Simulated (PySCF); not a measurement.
PySCF 2.14.0, R2SCAN/def2-svp, df: Sn(H)2(Cl)(NH2) ([NH2][SnH2][Cl]), 7 atoms. The geometry is a generated start, not checked to be a minimum at this level.

```json
{
  "task": "energy",
  "method": "r2scan",
  "basis": "def2-svp",
  "two_electron_scheme": "density fitting",
  "mol.max_memory": "3000 MB",
  "mf.max_cycle": "100",
  "mf.conv_tol": "1e-09 (default)",
  "mf.grids.level": "3 (default)",
  "effective_core_potentials": "those of the basis set, past Kr",
  "basis_functions": "78",
  "grid_points": "93976"
}
```

```xyz
7

Sn    -0.6615     0.3275     0.0443
N      1.2251    -0.3081    -0.2486
Cl    -1.9047    -1.4420    -0.6606
H     -0.8762     1.6478    -0.9697
H     -1.1445     0.7300     1.6321
H      1.4102    -1.2471     0.0829
H      1.9516     0.2920     0.1195
```

With the defaults (mf.DIIS = CDIIS, mf.diis = true, mf.diis_space = 8, mf.init_guess = minao, mf.level_shift = 0, newton = off, mf.damp = 0, mf.diis_start_cycle = 1) it converges in 13 Fock builds. One run each on 2 threads, 1 BLAS thread, with these changes:
- mf.diis_space = 5
- mf.DIIS = ADIIS
- newton = Hessian by the SCF's own integrals
- mf.level_shift = 1 Hartree
- mf.damp = 0.7, mf.diis_start_cycle = 8
- mf.diis = false
- mf.DIIS = EDIIS
- mf.diis = false, mf.damp = 0.7, mf.diis_start_cycle = 999
- mf.init_guess = atom

Question: Which runs fail or end elsewhere than the default run?

Answer: No convergence: mf.DIIS = EDIIS; mf.diis = false (the run ends without SCF convergence in 100 cycles). The rest reach the solution of the defaults.

```csv
setting,Fock builds,end
the defaults,13,same solution
mf.diis_space = 5,13,same solution
mf.init_guess = atom,13,same solution
"mf.damp = 0.7, mf.diis_start_cycle = 8",16,same solution
mf.DIIS = ADIIS,19,same solution
"mf.diis = false, mf.damp = 0.7, mf.diis_start_cycle = 999",28,same solution
mf.level_shift = 1 Hartree,32,same solution
newton = Hessian by the SCF's own integrals,43,same solution
mf.DIIS = EDIIS,101,no convergence
mf.diis = false,101,no convergence
```

Under newton the count holds the products with the orbital Hessian.
